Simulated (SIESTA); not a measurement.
SIESTA run on the (110) slab of ScSi (cut from a parent of space group no. 63; 4 atoms in the cell): self-consistent single point.

Method: SIESTA 5.4.2 with LDA PW92, numerical atomic orbitals DZP, PseudoDojo LDA standard norm-conserving potentials (rewritten from UPF to PSML).

```
ScSi
1.0
    3.64911     0.00000     0.00000
    0.00000     5.31417     0.00000
    0.00000     0.00000    17.09189
Sc Si
2 2
Direct
  0.25000   0.40068   0.53002
  0.75000   0.92169   0.46998
  0.25000   0.88279   0.59045
  0.75000   0.43958   0.40955
```

Reference input (self-consistent single point, DFT, LDA PW92, numerical atomic orbitals DZP, PseudoDojo LDA standard norm-conserving potentials (rewritten from UPF to PSML)): XC.functional = LDA; XC.authors = PW92; potentials = PseudoDojo LDA standard; PAO.BasisSize = DZP; PAO.EnergyShift = 0.01 Ry; MeshCutoff = 350 Ry; kgrid.MonkhorstPack = 8 6 1; OccupationFunction = FD; ElectronicTemperature = 1160.45 K; MaxSCFIterations = 150; SCF.Mixer.Method = Pulay; SCF.Mixer.Weight = 0.2. This run's input differs from it in these lines:

```diff
@@ -30,4 +30,4 @@
 %block kgrid.MonkhorstPack
-    8   0   0  0.0
-    0   6   0  0.0
+    6   0   0  0.0
+    0   4   0  0.0
     0   0   1  0.0
```

Output (repeated stretches shortened):

```
        iscf     Eharris(eV)        E_KS(eV)     FreeEng(eV)     dDmax    Ef(eV) dHmax(eV)
   scf:    1    -2849.032596    -2857.006879    -2857.112330  1.815156 -4.719342  7.205750
   scf:    2    -2860.194092    -2859.381925    -2859.506958  0.180154 -4.821209  1.418299
   scf:    3    -2859.965335    -2859.699573    -2859.825531  0.022697 -4.685717  0.754183
   scf:    4    -2859.926560    -2859.855379    -2859.987881  0.033387 -4.580483  0.173713
   scf:    5    -2859.846427    -2859.857356    -2859.987943  0.011813 -4.612302  0.424828
   [... 5 lines left out ...]
   scf:   11    -2859.862221    -2859.862187    -2859.995396  0.000251 -4.638253  0.000574
   scf:   12    -2859.862181    -2859.862184    -2859.995396  0.000021 -4.638271  0.000099
   scf:   13    -2859.862182    -2859.862183    -2859.995396  0.000014 -4.638275  0.000077
   scf:   14    -2859.862182    -2859.862183    -2859.995396  0.000006 -4.638275  0.000046
SCF Convergence by DM+H criterion
max |DM_out - DM_in|         :     0.0000056041
max |H_out - H_in|      (eV) :     0.0000457705
SCF cycle converged after 14 iterations

Using DM_out to compute the final energy and forces

siesta: E_KS(eV) =            -2859.8622

siesta: E_KS - E_eggbox =     -2859.8622

siesta: Atomic forces (eV/Ang):
     1    0.000000    0.014248   -0.042378
     2    0.000000   -0.014935    0.042499
     3   -0.000000    0.291477   -0.926238
     4   -0.000000   -0.291517    0.926340
   Tot    0.000000   -0.000728    0.000223
   Max    0.926340
   Res    0.396862    sqrt( Sum f_i^2 / 3N )
   Max    0.926340    constrained

Stress tensor Voigt[x,y,z,yz,xz,xy] (kbar):       31.16       25.45       14.05       -4.43       -0.00       -0.00
(Free)E + p*V (eV/cell)    -2864.8683
   [... lines left out ...]
siesta: FreeEng =     -2859.995396
   [... lines left out ...]

siesta: Cell volume =        331.445942 Ang**3

siesta: Pressure (static):
siesta:                Solid            Molecule  Units
siesta:          -0.00016013         -0.00013536  Ry/Bohr**3
siesta:          -0.01470200         -0.01242775  eV/Ang**3
siesta:         -23.55520093        -19.91144598  kBar

siesta: Electric dipole (a.u.)  =   -0.000000   -0.000000   -0.000001
siesta: Electric dipole (Debye) =   -0.000000   -0.000000   -0.000002
```

The run converged in 14 iterations. Against the reference run the free energy rises by 2.8 meV/atom and the largest force goes from 0.938 to 0.971 eV/Å.

The starting cell comes from a database of computed structures (which also holds hypothetical and non-ambient phases and stackings), without a prior relaxation at this level. The slab is cut from that crystal, and its faces are unrelaxed. Its lattice was rescaled by up to half a per cent. Spin polarisation is off, though cut faces can carry moments; the slab shows no gap. Values carry the incompleteness of an atom-centred basis.
